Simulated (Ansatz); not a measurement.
The reference is PtTe2 (space group P-3m1, No. 164; a = 4.0090 Å, c = 4.9600 Å; layered; relaxed with 0.1 eV smearing). Axes: x lies along a and z along c of the hexagonal cell.

All numbers come from Ansatz (a program for electronic structure), PBEsol-D3(BJ), PAW, cutoff 420 eV, spin-orbit coupling left out.

For the base:

| Quantity | Value |
|---|---|
| Pressure | 0.0 GPa |
| Shortest interatomic distance | 2.675 Å |

One thing is altered: tensile biaxial strain of 1.00 % in the plane normal to [001], as in epitaxy on a mismatched substrate; the out-of-plane cell vector and the atoms relax.

How does this affect the pressure?

The pressure (mean of the normal stresses, compression positive) goes from zero to -1.2 GPa.

Estimate the effect on the shortest interatomic distance.

The shortest interatomic distance increases by 0.009 Å (2.675 Å → 2.684 Å).

No phonon test of stability was made. The final runs are not spin-polarised.
